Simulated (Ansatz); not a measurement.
**Hypothetical Pm-3n GaN, pressure series**

The reference is GaN (space group Pm-3n, No. 223; a = 5.513 Å; a hypothetical phase, not in the database extracts checked).

Cell and atoms are relaxed at each pressure.

Calculations: Ansatz (a first-principles code), PBEsol, PAW, cutoff 420 eV, no spin-orbit coupling.

```json
[
 {"case": "base", "band gap": "1.56 eV", "volume per atom": "13.96 Å³"},
 {"case": "pressure −2 GPa", "band gap": "1.51 eV", "volume per atom": "14.16 Å³"},
 {"case": "pressure −1 GPa", "band gap": "1.54 eV", "volume per atom": "14.06 Å³"},
 {"case": "pressure 0.3 GPa", "band gap": "1.57 eV", "volume per atom": "13.94 Å³"},
 {"case": "pressure 0.7 GPa", "band gap": "1.58 eV", "volume per atom": "13.90 Å³"},
 {"case": "pressure 1.5 GPa", "band gap": "1.60 eV", "volume per atom": "13.83 Å³"},
 {"case": "pressure 3 GPa", "band gap": "1.63 eV", "volume per atom": "13.70 Å³"},
 {"case": "pressure 5 GPa", "band gap": "1.67 eV", "volume per atom": "13.53 Å³"},
 {"case": "pressure 7.5 GPa", "band gap": "1.71 eV", "volume per atom": "13.34 Å³"},
 {"case": "pressure 10 GPa", "band gap": "1.75 eV", "volume per atom": "13.17 Å³"}
]
```

Load acts through the strain it causes; cell and atoms are relaxed under it. Stability against distortions was not tested. Competing high-pressure phases were not computed.
